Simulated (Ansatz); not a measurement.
K2Se, response to strain

Base system: K2Se in the anti-fluorite structure (space group Fm-3m, No. 225; a = 7.610 Å). Axes: x, y, z lie along the cube axes.

Strains are applied to the cell and any free atomic positions relax; under biaxial strain the out-of-plane vector relaxes too.

Calculations: Ansatz (a first-principles code), PBEsol, PAW, cutoff 420 eV, scalar-relativistic without spin-orbit coupling.

Candidates:
(a) biaxial strain −0.42 %, plane normal [111], relaxed out of plane
(b) biaxial strain +0.42 %, plane normal [111], relaxed out of plane
(c) biaxial strain +2.08 %, plane normal [111], relaxed out of plane

Task: Order them by out-of-plane strain, lowest first.

Result: (c) biaxial strain +2.08 %, plane normal [111], relaxed out of plane (-1.70 %), (b) biaxial strain +0.42 %, plane normal [111], relaxed out of plane (-0.31 %), (a) biaxial strain −0.42 %, plane normal [111], relaxed out of plane (+0.39 %)

Stability against distortions was not tested.
